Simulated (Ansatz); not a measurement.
The reference is HgS in the zinc blende structure (space group F-43m, No. 216; a = 5.8759 Å). Axes: x, y, z lie along the cube axes.

Calculations: plane-wave PAW DFT at the PBEsol level (Ansatz, a program for electronic structure, 420 eV), without spin-orbit coupling.

Base values:

The pressure is 0.0 GPa.

One thing is altered: biaxial strain +0.29 %, plane normal [110], relaxed out of plane (Cartesian); in-plane vectors clamped, the third vector and the atoms free.

Task: Predict the new pressure and energy relative to the base.

Result: The pressure (mean of the normal stresses, compression positive) goes from zero to -0.2 GPa; the energy is nearly the same.

A biaxial case was relaxed in a doubled cell and then solved in the primitive one. Stability against distortions was not tested. The final runs are not spin-polarised. Gaps under 0.05 eV, about the width of the smearing, are given as zero.
